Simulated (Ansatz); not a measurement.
Consider Ti₂SnC (space group P6_3/mmc, No. 194; a cell from a computed database, its experimental status unchecked).

```
Ti2SnC
1.0
    3.13824     0.00000     0.00000
   -1.56912     2.71779     0.00000
    0.00000     0.00000    13.63905
Ti Sn C
4 2 2
Direct
  0.33333   0.66667   0.08109
  0.66667   0.33333   0.91891
  0.66667   0.33333   0.58109
  0.33333   0.66667   0.41891
  0.33333   0.66667   0.75000
  0.66667   0.33333   0.25000
  0.00000   0.00000   0.00000
  0.00000   0.00000   0.50000
```

Cartesian axes are those of the cell as printed.

Computed with DFT with PBEsol, PAW potentials and a 420 eV plane-wave cutoff in Ansatz (a program for electronic structure), no SOC.

Strains are applied to the cell and any free atomic positions relax; under biaxial strain the out-of-plane vector relaxes too.

One change was made to it. Results:

```json
[
 {"quantity": "volume per atom", "base": "14.54 Å³", "after": "14.99 Å³"},
 {"quantity": "pressure (mean of the normal stresses, compression positive)", "base": "0.0 GPa", "after": "-4.3 GPa"},
 {"quantity": "band gap", "base": "zero", "after": "zero"}
]
```

Q: Which change produced these results?
A. biaxial strain +2.09 %, plane normal [001], relaxed out of plane
B. biaxial strain −0.14 %, plane normal [001], relaxed out of plane
C. isotropic strain +4.54 %
D. biaxial strain −0.79 %, plane normal [001], relaxed out of plane

A: A, biaxial strain +2.09 %, plane normal [001], relaxed out of plane. For comparison, the pressure in the other runs: isotropic strain +4.54 % gives -14.2 GPa; biaxial strain −0.79 %, plane normal [001], relaxed out of plane gives 1.8 GPa; biaxial strain −0.14 %, plane normal [001], relaxed out of plane gives 0.3 GPa.

Without a gap, meshes like the base's 17×17×4 leave anisotropic stresses uncertain by several tenths of a GPa, and small strain energies with them. Stability against distortions was not tested. The final runs are not spin-polarised.
